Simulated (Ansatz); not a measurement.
# Pressure series in NaF

Consider NaF in the rock salt structure (space group Fm-3m, No. 225; a = 4.701 Å).

Cell and atoms are relaxed at each pressure.

Method: PBE, PAW, 420 eV (Ansatz, an electronic-structure program; scalar-relativistic without spin-orbit coupling).

Candidates:
(a) pressure −1 GPa
(b) pressure 7.5 GPa
(c) pressure 0.3 GPa

For the base:

```
Item        Value
--------  -------
Band gap  6.09 eV
```

### Question
Order them by band gap, lowest first.

### Answer
(a) pressure −1 GPa (5.97 eV), (c) pressure 0.3 GPa (6.12 eV), (b) pressure 7.5 GPa (6.79 eV)

Load acts through the strain it causes; cell and atoms are relaxed under it. Whether these cells are dynamically stable was not tested. No other phases were tried under pressure.
